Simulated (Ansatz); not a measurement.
Data:

```
CaZn5
1.0
    5.27592     0.00000     0.00000
   -2.63796     4.56908     0.00000
    0.00000     0.00000     4.15820
Ca Zn
1 5
Direct
  0.00000   0.00000   0.00000
  0.50000   0.00000   0.50000
  0.50000   0.50000   0.50000
  0.00000   0.50000   0.50000
  0.33333   0.66667   0.00000
  0.66667   0.33333   0.00000
```

Method: PBEsol, DFPT electron-phonon coupling, linearised Boltzmann equation (plane waves, PAW, scalar-relativistic; Ansatz, a program for electronic structure). How the cell was made: relaxed with this functional, without spin-orbit coupling.

Question: What phonon-limited resistivity does this give at 300 K?

Answer: 14.0 (x), 14.0 (y), 9.2 (z) μΩ·cm.

Question: How long is the mean free path there?

Answer: 9.8 (x), 9.8 (y), 13.3 (z) nm, weighted by the current that each state carries. Wires not much wider than this gain resistivity from their walls.

A metal at this level (no band gap). Only scattering by harmonic phonons is included (no impurities, grain boundaries, electron-electron scattering or thermal expansion). Spin-orbit coupling is left out. The squared frequency of the phonon mode least converged on the k mesh is uncertain by about 15 %. Halving the electron mesh (20x20x20) moves the resistivity by up to 13 % at 300 K, the mean free path by up to 5 %. Smearing 0.20 eV; phonons on a 3x3x4 q mesh, which this run doesn't test.

Computed structure with no diffraction record at hand here (it may be known, metastable or hypothetical): CaZn5 (P6/mmm).
